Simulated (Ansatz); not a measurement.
Base system: La (space group P6_3/mmc, No. 194; a = 3.661 Å, c = 11.718 Å).

All numbers come from PBEsol (Ansatz, a program for electronic structure, PAW, spin-orbit coupling left out), earlier PAW set.

One change was made to it. Results:

The c/a ratio rises by 0.0038, from 3.201 to 3.204; the volume per atom rises by 2.926 Å³ (34.01 Å³ → 36.93 Å³).

Which change produced these results?
A. pressure −2 GPa
B. pressure −1 GPa
C. pressure 75 GPa

A, pressure −2 GPa. For comparison, the volume per atom in the other runs: pressure 75 GPa gives 16.95 Å³; pressure −1 GPa gives 35.36 Å³.

Load acts through the strain it causes; cell and atoms are relaxed under it. Stability against distortions was not tested. No other phases were tried under pressure.
